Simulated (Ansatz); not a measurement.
Variants of one calculation on TePb (Fm-3m, 2 atoms in the cell)

```
CELL_PARAMETERS angstrom
      0.00000     3.20188     3.20188
      3.20188     0.00000     3.20188
      3.20188     3.20188     0.00000
ATOMIC_POSITIONS crystal
  Te 0.00000 0.00000 0.00000
  Pb 0.50000 0.50000 0.50000
```

Base run A: HSE06, PAW files made with PBE (Ansatz, an electronic-structure program), self-consistent single point.

Its settings: basis.ecutwfc = 420 eV; kpoints.mp_grid.grid = 5 5 5; hamiltonian.xc = hse06; hamiltonian.pseudopotentials = {kind: paw} (an earlier, softer set of the program's PAW files); scf.occupations.method = gaussian; scf.occupations.width = 0.02 eV.

The starting cell comes from a database of computed structures (which also holds hypothetical and non-ambient phases and stackings), without a prior relaxation at this level. Its lattice was rescaled by a random factor within 2.5 % of one. Ansatz's pressure includes its estimate of the finite-basis (Pulay) stress. A gap is left out here, as mesh or smearing make it unsure.

ΔF is the free energy per atom less that of run A. A dash stands where there is no value to compare (another energy zero or no entropy term, no result, no spin, no clean gap, or a mesh too coarse for one). Absolute energies have different zeros for different potentials, functionals, Hubbard and dispersion terms and are not compared across them.

Run A gave: pressure (GPa) 2.54.

Runs:
- B: hamiltonian.xc: hse06 → pbe [PBE]
- C: hamiltonian.xc: hse06 → pbe0 [PBE0]
- D: scf.convergence.dr2_threshold: default (1e-07 eV) → 0.001 eV
- E: scf.mixing.preconditioner: default (the program chose none) → kerker; scf.mixing.q_tf: default → 0.2
- F: basis.precision: default → f64
- G: scf.mixing.algorithm: default (the program chose MSR1) → broyden
- H: scf.exx.singularity: default → wigner_seitz

**Question.** What does run B change against A?

**Answer.** The pressure goes from 2.54 to 3.52 GPa.

| run | ΔF (meV/atom) | pressure (GPa) |
|---|---|---|
| A | 0.00 | 2.54 |
| B | – | 3.52 |
| C | – | 2.62 |
| D | 0.00 | 2.54 |
| E | 0.00 | 2.54 |
| F | 0.00 | 2.54 |
| G | 0.00 | 2.54 |
| H | – | 2.54 |

Keys are those of Ansatz 0.2.
